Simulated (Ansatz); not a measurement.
How the equilibrium lattice constant a of ZrB2 (model structure, started from the MoSi2 type, I4/mmm, No. 139, 3 atoms in the cell) moves with the method

No measured value is used here.

```tsv
level (code)	value (Å)
LDA (Ansatz)	3.402
PBE (Ansatz)	3.463
PBEsol (Ansatz)	3.424
PBE-D3(BJ) (Ansatz)	3.427
r²SCAN (Ansatz)	3.484
r²SCAN+rVV10 (Ansatz)	3.475
```

Cutoffs differ between the levels. Ansatz's density-functional and Hartree–Fock values are scalar-relativistic unless marked +SOC, with PAW data made under PBE.

A model structure was made by putting elements into a prototype or built by hand; it is no filed structure, need not be a known phase, and can be a saddle point held by its symmetry.

Ansatz is an electronic-structure program.
